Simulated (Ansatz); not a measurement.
Phonons of InSb (zinc blende, F-43m) at temperature

Method: the stochastic self-consistent harmonic approximation in a 3×3×3 supercell, DFT at the PBE level (Ansatz, an electronic-structure program). At this level the gap is small or closed, and a narrow smearing was used. Spin-orbit coupling is not included. The cell is fixed at its relaxed static size. Melting and transitions to other phases are not modelled. An odd repeat of the supercell leaves out some zone-boundary points, where instabilities often lie. Frequencies in cm⁻¹ at q = (0.00, 0.33, 0.33) (fractions of the primitive reciprocal vectors), each column in ascending order, rows equal in every column written once; i marks an imaginary mode. The auxiliary (Gaussian) frequencies are positive by construction; the free-energy Hessian decides stability.

```
harmonic  Gaussian 300 K  Hessian 300 K  Gaussian 600 K  Hessian 600 K
--------  --------------  -------------  --------------  -------------
39                    38             37              37             35
100                   99             98              98             95
158                  157            153             155            148
161                  160            157             158            152
```

```
Quantity                                                                       Value
-------------------------------------------------------------------  ---------------
pressure at 300 K in this cell                                       0.21 ± 0.00 GPa
pressure at 600 K in this cell                                       0.41 ± 0.00 GPa
pressure near 300 K by path-integral sampling of the fitted surface         0.20 GPa
pressure near 600 K by path-integral sampling of the fitted surface         0.38 GPa
static pressure                                                             0.00 GPa
largest statistical error of the Hessian column at 300 K                    0.1 cm⁻¹
largest statistical error of the Hessian column at 600 K                    0.2 cm⁻¹
```

Over all wave vectors of the supercell the softest harmonic mode is 31 cm⁻¹ at q = (0.00, 0.00, 0.33); the softest of the Hessian is 30 cm⁻¹ at q = (0.00, 0.00, 0.33) at 300 K (error under 1; the run's verdict: stable), 28 cm⁻¹ at q = (0.00, 0.00, 0.33) at 600 K (error under 1; the run's verdict: stable).
